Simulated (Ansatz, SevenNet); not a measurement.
## L1₀ (CuAu-type) CuAu: equilibrium volume per atom by level of theory

No measured value is used here.

Put these levels in order of the equilibrium volume per atom that they give for L1₀ (CuAu-type) CuAu, smallest first: PBE-D4 (Ansatz, an electronic-structure program), RPBE (Ansatz), SevenNet-0.

PBE-D4 (14.46 Å³/atom), SevenNet-0 (15.01 Å³/atom), RPBE (15.48 Å³/atom)

Density-functional levels without +SOC have no spin–orbit coupling. Ansatz's density-functional and Hartree–Fock values are scalar-relativistic unless marked +SOC, with PAW data made under PBE.

Machine-learned potentials (SevenNet-0) are trained on DFT data: a solid inside that data is no test of them.
